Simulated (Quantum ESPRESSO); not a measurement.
Quantum ESPRESSO run on LaAu (Cmcm, 4 atoms in the cell): self-consistent single point.

Level of theory: PBEsol, GBRV 1.5 ultrasoft (PBESOL) pseudopotentials (plane waves; Quantum ESPRESSO).

The change in words: lattice scaled by 0.98. Reference geometry:
```
CELL_PARAMETERS angstrom
      1.97258    -5.71152     0.00000
      1.97258     5.71152     0.00000
      0.00000     0.00000     4.73583
ATOMIC_POSITIONS crystal
  La 0.86498 0.13502 0.75000
  La 0.13502 0.86498 0.25000
  Au 0.58700 0.41300 0.75000
  Au 0.41300 0.58700 0.25000
```

Reference input (self-consistent single point, DFT, PBEsol, plane waves, GBRV 1.5 ultrasoft (PBESOL) pseudopotentials): ecutwfc = 40 Ry; ecutrho = 320 Ry; occupations = smearing; smearing = fd; degauss = 0.0073499 Ry; potentials = {La: la_pbesol_v1.uspp.F.UPF, Au: au_pbesol_v1.uspp.F.UPF}; K_POINTS = automatic 6 6 5 0 0 0; conv_thr = 1e-11 Ry; mixing_beta = 0.5. This run's input differs from it in these lines:

```diff
@@ -33,5 +33,5 @@
 CELL_PARAMETERS {bohr}
-   3.72763407   -10.79321611     0.00000000
-   3.72763407    10.79321611     0.00000000
-   0.00000000     0.00000000     8.94941222
+   3.65308059   -10.57735270     0.00000000
+   3.65308059    10.57735270     0.00000000
+   0.00000000     0.00000000     8.77042493
```

Output, abridged:

```
     Self-consistent Calculation

     iteration #  1     ecut=    40.00 Ry     beta= 0.50

     negative rho (up, down):  1.158E-01 0.000E+00

     total energy              =    -433.55252870 Ry
     estimated scf accuracy    <       1.10135950 Ry

     iteration #  2     ecut=    40.00 Ry     beta= 0.50

     negative rho (up, down):  1.189E-01 0.000E+00

     total energy              =    -433.99015653 Ry
     estimated scf accuracy    <       0.95377907 Ry

     iteration #  3     ecut=    40.00 Ry     beta= 0.50

     negative rho (up, down):  1.204E-01 0.000E+00

     total energy              =    -434.08310296 Ry
     estimated scf accuracy    <       0.07267821 Ry

   [... 14 blocks of this kind left out ...]

     iteration # 18     ecut=    40.00 Ry     beta= 0.50

     negative rho (up, down):  1.152E-01 0.000E+00

     total energy              =    -434.10457419 Ry
     estimated scf accuracy    <          2.7E-11 Ry

     iteration # 19     ecut=    40.00 Ry     beta= 0.50

     negative rho (up, down):  1.152E-01 0.000E+00
     End of self-consistent calculation

     the Fermi energy is    13.9372 ev

!    total energy              =    -434.10457419 Ry
     estimated scf accuracy    <          7.4E-12 Ry
     smearing contrib. (-TS)   =      -0.00666103 Ry
     internal energy E=F+TS    =    -434.09791316 Ry

     convergence has been achieved in  19 iterations

     negative rho (up, down):  1.152E-01 0.000E+00

     Forces acting on atoms (cartesian axes, Ry/au):

     atom    1 type  1   force =     0.00000000    0.00993520    0.00000000
     atom    2 type  1   force =     0.00000000   -0.00993520    0.00000000
     atom    3 type  2   force =     0.00000000    0.00100287    0.00000000
     atom    4 type  2   force =     0.00000000   -0.00100287    0.00000000

     Total force =     0.014122     Total SCF correction =     0.000013

     negative rho (up, down):  1.152E-01 0.000E+00
          total   stress  (Ry/bohr**3)                   (kbar)     P=       52.61
   0.00034552  -0.00000000   0.00000000           50.83       -0.00        0.00
  -0.00000000   0.00034769   0.00000000           -0.00       51.15        0.00
   0.00000000   0.00000000   0.00037971            0.00        0.00       55.86

   JOB DONE.
```

The run converged in 19 iterations. Against the reference run the free energy goes up by 24.2 meV/atom, the pressure goes from -0.05 to 5.26 GPa and the largest force goes from 0.077 to 0.255 eV/Å.

The starting cell comes from a database of computed structures (which also holds hypothetical and non-ambient phases and stackings), without a prior relaxation at this level. Its lattice was rescaled by a random factor within 2.5 % of one. For this run, on top of that: lattice scaled by 0.98. With a pressure of about 5 GPa the cell is away from its equilibrium volume at this level.

Cost on one core of a shared machine: roughly 5 min.
